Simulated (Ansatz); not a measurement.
System: antifluorite K2Se. Method: HSE06 (PAW; Ansatz, a quantum-chemistry and plane-wave program).

Numerical settings: plane-wave cutoff 500 eV, 6×6×6 k mesh, gaussian smearing 0.02 eV, scalar-relativistic PAW data made under PBE.

Cell (relaxed with PBEsol):

```cif
data_K2Se
_chemical_formula_sum 'K2 Se1'
_space_group_name_H-M_alt 'P 1'
_space_group_IT_number 1
_cell_length_a 5.38083
_cell_length_b 5.38083
_cell_length_c 5.38083
_cell_angle_alpha 60.000
_cell_angle_beta 60.000
_cell_angle_gamma 60.000
loop_
_space_group_symop_operation_xyz
  'x, y, z'
loop_
_atom_site_label
_atom_site_type_symbol
_atom_site_fract_x
_atom_site_fract_y
_atom_site_fract_z
_atom_site_occupancy
K1 K 0.25000 0.25000 0.25000 1
K2 K 0.75000 0.75000 0.75000 1
Se1 Se 0.00000 0.00000 0.00000 1
```

### Question
Predict the band gap.

### Answer

- band gap = 3.08 eV (on the SCF k mesh)

Note: cell and atoms aren't relaxed at this level (pressure 0.7 GPa).

Spin–orbit coupling is not included.

Static lattice: no zero-point or thermal effects.
